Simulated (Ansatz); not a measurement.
BeS (model structure, started from the NiAs type, P6₃/mmc, No. 194, 4 atoms in the cell) was calculated with G0W0@PBEsol+SOC (hard PAW, contour deformation, complete-basis limit, spin–orbit shift from PBEsol; Ansatz, an electronic-structure program).

Numerical settings: largest k mesh 9×9×4 (not extrapolated in the mesh).

Cell (relaxed with PBEsol):

BeS is taken in the hexagonal space group P6₃/mmc (No. 194), the NiAs type structure, Pearson symbol hP4. Conventional cell: a = 3.2714 Å, b = 3.2714 Å, c = 5.2068 Å, α = 90.00°, β = 90.00°, γ = 120.00°. Be on 2a sees 6 S at 2.294 Å (octahedral). S on 2c is surrounded by 6 Be at 2.294 Å. (Neighbours: up to the widest gap in distance over summed covalent radii, below 1.35, at either atom; cation-cation and far metal-metal contacts left out.)

Question: Estimate the band gap that the calculation returns.

Answer: 
band gap: 2.35 eV

Note: spin–orbit coupling enters as the shift of the gap found with a semilocal functional; the relaxation could raise the start's symmetry but not lower it, so the cell can be a saddle point.

Static lattice: no zero-point or thermal effects.

A model structure was made by putting elements into a prototype or built by hand; it is no filed structure, need not be a known phase, and can be a saddle point held by its symmetry.
